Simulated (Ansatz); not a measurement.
Mo interstitial in beta Si3N4 (start: void with 6N6Si nearest; 84-site cell, 2×2×2 shifted sampling). Level of theory: PBE, PAW (plane waves to 420 eV; Ansatz, a quantum-chemistry and plane-wave program). Total energies of the localised charge states, counted from that of charge +2, and their image corrections (point charge with alignment); the host's valence-band maximum lies at 8.028 eV on the cells' energy zero and its gap is 4.25 eV.

| charge | moment (μB) | E − E(first) (eV) | correction (eV) |
|---|---|---|---|
| +2 | 2.0 | 0.000 | 1.760 |
| +1 | 1.0 | 10.110 | 0.651 |
| 0 | not spin-polarised | 21.542 | 0.000 |

Derive the transition levels above the valence-band maximum and say which of them are thermodynamic.

A level is the Fermi energy at which two charges have equal formation energy: ε(q/q′) = [E(q′) + corr(q′) − E(q) − corr(q)] / (q − q′) − E_VBM.
ε(+2/+1) = [(10.110 + 0.651) − (0.000 + 1.760)] / 1 − 8.028 = 0.97 eV
ε(+1/0) = [(21.542 + 0.000) − (10.110 + 0.651)] / 1 − 8.028 = 2.75 eV
Thermodynamic levels at least 0.1 eV inside the gap: (+2/+1) at 0.97 eV; (+1/0) at 2.75 eV. Corrections reach 1.76 eV, so the outer levels may be off by several tenths of an eV. Only the charges listed were compared. Charge −1 has its level within 0.1 eV of a band edge or past it. The geometries come from one start. Flagged in the runs: a host whose relaxation on this sampling wasn't shown to rest, a strain field that reaches the edge of the cell.
